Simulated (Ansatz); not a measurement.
# ZrC (model structure, started from the NbAs type, I4₁md, No. 109, 4 atoms in the cell)

All values below come from LDA (PAW; Ansatz, a first-principles code).

Settings: plane-wave cutoff 520 eV, 26×26×26 k mesh, Fermi–Dirac smearing 0.05 eV, scalar-relativistic PAW data made under PBE.

Cell (relaxed at this level):

```xyz
4
Lattice="-1.5061 1.5061 5.6738 1.5061 -1.5061 5.6738 1.5061 1.5061 -5.6738" Properties=species:S:1:pos:R:3 pbc="T T T"
Zr     0.0000     0.0000     5.7187
Zr     1.5061     0.0000     2.8818
C      0.0000     0.0000    10.3495
C      0.0000     1.5061     1.8388
```

```json
{
  "band_gap": "none",
  "bulk_modulus": "212 GPa"
}
```

Note: the bulk modulus is −V dP/dV from two relaxed cells at ±2 % in volume; the relaxation could raise the start's symmetry but not lower it, so the cell can be a saddle point.

Spin–orbit coupling is not included.

Static lattice: no zero-point or thermal effects.

The result took around 8 core-minutes (rough).

A model structure was made by putting elements into a prototype or built by hand; it is no filed structure, need not be a known phase, and can be a saddle point held by its symmetry.
